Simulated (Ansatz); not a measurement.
Electronic density of states of amorphous Al28O43Zn, density 3.18 g/cm³, on a 2×2×2 Γ-centred mesh with a Gaussian width of 0.1 eV; energies count from the Fermi level, whose place inside the gap is arbitrary. Cell and mesh are small, so fine structure isn't converged. The numbers are results of PBE, scalar-relativistic without spin-orbit coupling (plane waves to 420 eV, PAW; Ansatz, a first-principles code), not measurements. Sampling: a 2×2×2 Γ-centred mesh; Fermi-Dirac width 0.02 eV; no spin polarisation. At PBE the levels at the filled edge of the gap are localised (band-tail or defect states), and the nearest spread-out levels lie 3.7 eV apart at the zone centre.

The cell was made by melting and quenching with the CHGNet potential and then relaxed with DFT. O atoms were pushed apart under 1.9 Å during the dynamics, to hinder bonds among them. The hot cell started wider than the set density and was brought back towards it in steps. It is the lowest in DFT energy of 2 quenches. It is a model cell: composition and starting density were chosen by hand, and all elements were melted together. No dispersion term was used. Its density started from a set value of 3.17 and ended at 3.18 g/cm³. The quench (nominally 340 K/ps over its main leg) was far faster than any real one, so the model tends to hold more defects than a real film. Values belong to this one cell and scatter from quench to quench. Volume and shape were free in the relaxation.

(E - EF (eV), states/(eV atom)): (-12.00, 0.00); (-11.90, 0.00); (-11.80, 0.00); (-11.70, 0.00); (-11.60, 0.00); (-11.50, 0.00); (-11.40, 0.00); (-11.30, 0.00); (-11.20, 0.00); (-11.10, 0.00); (-11.00, 0.00); (-10.90, 0.00); (-10.80, 0.00); (-10.70, 0.00); (-10.60, 0.00); (-10.50, 0.00); (-10.40, 0.00); (-10.30, 0.00); (-10.20, 0.00); (-10.10, 0.00); (-10.00, 0.00); (-9.90, 0.00); (-9.80, 0.00); (-9.70, 0.00); (-9.60, 0.00); (-9.50, 0.00); (-9.40, 0.00); (-9.30, 0.00); (-9.20, 0.00); (-9.10, 0.00); (-9.00, 0.00); (-8.90, 0.00); (-8.80, 0.00); (-8.70, 0.00); (-8.60, 0.00); (-8.50, 0.02); (-8.40, 0.10); (-8.30, 0.19); (-8.20, 0.27); (-8.10, 0.33); (-8.00, 0.36); (-7.90, 0.43); (-7.80, 0.45); (-7.70, 0.34); (-7.60, 0.38); (-7.50, 0.39); (-7.40, 0.40); (-7.30, 0.43); (-7.20, 0.44); (-7.10, 0.46); (-7.00, 0.41); (-6.90, 0.43); (-6.80, 0.55); (-6.70, 0.67); (-6.60, 0.62); (-6.50, 0.52); (-6.40, 0.58); (-6.30, 0.61); (-6.20, 0.57); (-6.10, 0.59); (-6.00, 0.59); (-5.90, 0.55); (-5.80, 0.54); (-5.70, 0.53); (-5.60, 0.58); (-5.50, 0.62); (-5.40, 0.60); (-5.30, 0.64); (-5.20, 0.66); (-5.10, 0.60); (-5.00, 0.58); (-4.90, 0.63); (-4.80, 0.60); (-4.70, 0.58); (-4.60, 0.63); (-4.50, 0.65); (-4.40, 0.62); (-4.30, 0.64); (-4.20, 0.67); (-4.10, 0.68); (-4.00, 0.68); (-3.90, 0.63); (-3.80, 0.64); (-3.70, 0.72); (-3.60, 0.73); (-3.50, 0.73); (-3.40, 0.73); (-3.30, 0.70); (-3.20, 0.64); (-3.10, 0.64); (-3.00, 0.61); (-2.90, 0.63); (-2.80, 0.69); (-2.70, 0.71); (-2.60, 0.71); (-2.50, 0.65); (-2.40, 0.56); (-2.30, 0.55); (-2.20, 0.56); (-2.10, 0.53); (-2.00, 0.39); (-1.90, 0.31); (-1.80, 0.33); (-1.70, 0.29); (-1.60, 0.12); (-1.50, 0.01); (-1.40, 0.00); (-1.30, 0.00); (-1.20, 0.00); (-1.10, 0.00); (-1.00, 0.00); (-0.90, 0.00); (-0.80, 0.00); (-0.70, 0.00); (-0.60, 0.00); (-0.50, 0.00); (-0.40, 0.00); (-0.30, 0.00); (-0.20, 0.00); (-0.10, 0.00); (0.00, 0.00); (0.10, 0.00); (0.20, 0.00); (0.30, 0.00); (0.40, 0.00); (0.50, 0.00); (0.60, 0.00); (0.70, 0.00); (0.80, 0.00); (0.90, 0.00); (1.00, 0.00); (1.10, 0.00); (1.20, 0.00); (1.30, 0.00); (1.40, 0.00); (1.50, 0.01); (1.60, 0.02); (1.70, 0.01); (1.80, 0.00); (1.90, 0.00); (2.00, 0.00); (2.10, 0.00); (2.20, 0.02); (2.30, 0.03); (2.40, 0.03); (2.50, 0.04); (2.60, 0.05); (2.70, 0.07); (2.80, 0.08); (2.90, 0.07); (3.00, 0.07); (3.10, 0.03); (3.20, 0.01); (3.30, 0.05); (3.40, 0.07); (3.50, 0.08); (3.60, 0.09); (3.70, 0.09); (3.80, 0.08); (3.90, 0.07); (4.00, 0.10); (4.10, 0.14); (4.20, 0.15); (4.30, 0.11); (4.40, 0.10); (4.50, 0.15); (4.60, 0.16); (4.70, 0.14); (4.80, 0.16); (4.90, 0.19); (5.00, 0.22); (5.10, 0.20); (5.20, 0.23); (5.30, 0.25); (5.40, 0.31); (5.50, 0.36); (5.60, 0.30); (5.70, 0.27); (5.80, 0.34); (5.90, 0.40); (6.00, 0.35); (6.10, 0.32); (6.20, 0.35); (6.30, 0.36); (6.40, 0.36); (6.50, 0.35)

The level gap on this mesh is 3.27 eV; the broadening fills part of it in the curve.
